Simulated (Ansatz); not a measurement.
System: CsCl-type PdIn. Method: PBEsol (Ansatz, a quantum-chemistry and plane-wave program, PAW).

Run with plane-wave cutoff 500 eV, 18×18×18 k mesh, Fermi–Dirac smearing 0.1 eV, scalar-relativistic PAW data made under PBE.

Computed at the level's own relaxed cell.

Give the computed volume per atom and lattice constant a.


volume per atom: 17.13 Å³/atom
lattice constant a: 3.248 Å

Spin–orbit coupling is not included.

Static lattice: no zero-point or thermal effects.
